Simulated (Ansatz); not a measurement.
For L1₂ (Cu3Au-type) Pt3Ti, PBE-D3(BJ) (PAW; Ansatz, a first-principles code) gives:

```
Item                         Result
-------------------  --------------
lattice parameter a         3.904 Å
formation enthalpy   -0.880 eV/atom
```

Problem. What does r²SCAN (Ansatz, PAW) give for the same quantities?

Solution. 
- lattice constant a: 3.921 Å (grows by 0.4 %)
- formation enthalpy: -0.918 eV/atom (moves by -0.038 eV/atom)

For comparison: lattice constant a 3.916 Å (measured, temperature not stated, not corrected to a static lattice; as tabulated in Molecular Dynamics Simulations of PtTi High-Temperature Shape Memory Alloys …).

Changes are worked out from the printed values.

Unless a cell is named, each level is at its own relaxed cell (PBE-D3(BJ) 14.88, r²SCAN 15.07 Å³/atom).

Levels without +SOC leave out spin–orbit coupling, which shifts energies and cells of such heavy elements.

Ansatz's density-functional and Hartree–Fock values are scalar-relativistic unless marked +SOC, with PAW data made under PBE.
